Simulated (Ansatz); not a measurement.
For AlB2-type TiB2, RPBE (Ansatz, a quantum-chemistry and plane-wave program, PAW) gives:

```
Item                                  Result
------------------------------  ------------
equilibrium lattice constant a       3.049 Å
lattice parameter c                  3.247 Å
bulk modulus                         239 GPa
cohesive energy                 6.53 eV/atom
elastic constant C11                 628 GPa
elastic constant C44                 246 GPa
Voigt–Reuss–Hill shear modulus       248 GPa
```

What does r²SCAN+rVV10 in Ansatz (plane waves, PAW) give for the same quantities?


- lattice constant a: 3.023 Å (decreases by 0.9 %)
- lattice parameter c: 3.216 Å (shrinks by 1.0 %)
- bulk modulus: 260 GPa (rises by 8.8 %)
- cohesive energy: 6.97 eV/atom (increases by 0.44 eV/atom)
- elastic constant C11: 684 GPa (grows by 8.9 %)
- elastic constant C44: 271 GPa (grows by 10 %)
- Voigt–Reuss–Hill shear modulus: 271 GPa (grows by 9.3 %)

For comparison: lattice constant a 3.029 Å (measured, 293 K, no zero-point or thermal correction; as tabulated in R. G. Munro, J. Res. NIST 105, 709 (2000), Material Properties of Titanium …); lattice parameter c 3.229 Å (measured, 293 K, no zero-point or thermal correction; as tabulated in R. G. Munro, J. Res. NIST 105, 709 (2000), Material Properties of Titanium …); bulk modulus 240 GPa (measured, room temperature, no zero-point or thermal correction, our sources range from 233 to 250; as tabulated in Synthesis of Binary Transition Metal Nitrides, Carbides and Borides from the …); elastic constant C11 660 GPa (measured, temperature not stated, no zero-point or thermal correction; as tabulated in Liu et al. (2023), arXiv:2002.00005); elastic constant C44 260 GPa (measured, temperature not stated, not corrected to a static lattice; as tabulated in Liu et al. (2023), arXiv:2002.00005).

Changes are worked out from the printed values.

Unless a cell is named, each level is at its own relaxed cell (RPBE 8.71, r²SCAN+rVV10 8.48 Å³/atom).

The crystal itself was run without spin with RPBE, r²SCAN+rVV10; a magnetic state was not tried in these runs.

Ansatz's density-functional and Hartree–Fock values are scalar-relativistic unless marked +SOC, with PAW data made under PBE.
